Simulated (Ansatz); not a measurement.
Start from HgS in the rock salt structure (space group Fm-3m, No. 225; a = 5.452 Å; a model cell, its experimental status unchecked).

Level of theory: Ansatz (an electronic-structure program) PBEsol, no spin-orbit coupling.

One change was made to it. Results:

```
quantity                          base    after
-----------------------------  -------  -------
shortest interatomic distance  2.726 Å  2.488 Å
band gap                          zero     zero
```

Problem. Name the change that was made.
(A) S → P
(B) Hg → Au
(C) Hg → Pt

Solution. C, Hg → Pt. For comparison, the shortest interatomic distance in the other runs: Hg → Au gives 2.588 Å; S → P gives 2.689 Å.

Whether these cells are dynamically stable was not tested. As relaxed here, PtS, AuS and HgP are hypothetical phases, not in the database extracts checked. The final runs are not spin-polarised. An odd electron count without spin: AuS and HgP. This is not the structure that HgS has at room temperature and ambient pressure.
